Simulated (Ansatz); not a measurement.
Results of PBEsol+SOC in Ansatz (plane waves, PAW) for SrZrO₃ (Cmcm, No. 63, 20 atoms in the cell; start mp-3626; a measured phase of this formula has another space group).

Run with plane-wave cutoff 520 eV, 6×6×4 k mesh (along the axes of the cell as run), Fermi–Dirac smearing 0.01 eV, PAW data made under PBE.

Cell (relaxed with PBEsol):

```
CELL_PARAMETERS angstrom
      4.06491    -4.11329     0.00000
      4.06491     4.11329     0.00000
      0.00000     0.00000     8.19575
ATOMIC_POSITIONS crystal
  Sr 0.98784 0.01216 0.75000
  Sr 0.01216 0.98784 0.25000
  Sr 0.49427 0.50573 0.75000
  Sr 0.50573 0.49427 0.25000
  Zr 0.50000 0.00000 0.00000
  Zr 0.50000 0.00000 0.50000
  Zr 0.00000 0.50000 0.00000
  Zr 0.00000 0.50000 0.50000
  O  0.95599 0.44654 0.75000
  O  0.04401 0.55346 0.25000
  O  0.44654 0.95599 0.25000
  O  0.55346 0.04401 0.75000
  O  0.21082 0.78918 0.54635
  O  0.78918 0.21082 0.45365
  O  0.78918 0.21082 0.04635
  O  0.21082 0.78918 0.95365
  O  0.29279 0.29279 0.00000
  O  0.70721 0.70721 0.00000
  O  0.70721 0.70721 0.50000
  O  0.29279 0.29279 0.50000
```

Predict the band gap.


- band gap: 3.55 eV (on the SCF k mesh)

Computing time: about 7 core-minutes (a rough figure).

A start named mp-… is a Materials Project structure, which need not be a measured phase.

Ansatz is a first-principles code.
